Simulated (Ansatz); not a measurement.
The starting structures come from a database of crystals and need not be the phases stable at ambient conditions.

## Evanescent states of Tl3VSe4 (I-43m, not sure to be the ambient phase, 8 atoms a cell, 28.7 Å³ an atom) along the normal of (110)

Level of theory: r2SCAN (plane waves, PAW; Ansatz, a program for electronic structure).

The gap is the functional's own, uncorrected, and κ follows it; spin-orbit coupling is left out. Mid-gap values are interpolated between the computed energies.

Energies count from the valence-band top; κ is the least over a 6×6 mesh across the current.

| E (eV) | κ (1/Å) | where |
|---|---|---|
| 0.05 | 0.074 | Γ |
| 0.15 | 0.126 | Γ |
| 0.25 | 0.160 | Γ |
| 0.35 | 0.186 | Γ |
| 0.45 | 0.205 | Γ |
| 0.55 | 0.217 | Γ |
| 0.65 | 0.226 | Γ |
| 0.75 | 0.232 | Γ |
| 0.85 | 0.237 | Γ |
| 0.95 | 0.240 | Γ |
| 1.05 | 0.241 | Γ |
| 1.15 | 0.242 | Γ |
| 1.25 | 0.237 | off Γ |
| 1.35 | 0.227 | off Γ |
| 1.45 | 0.214 | off Γ |
| 1.55 | 0.193 | off Γ |
| 1.65 | 0.128 | off Γ |

Problem. How thick must the barrier be to attenuate the transmission by 10^4 when the electrodes' Fermi level lies at 1.15 eV, and what attenuation does that film give at 1.55 eV?

Solution. d = 4 ln 10 / (2 × 0.242) = 19.0 Å. At 1.55 eV it gives 4 × 0.193/0.242 = 3.2 decades.
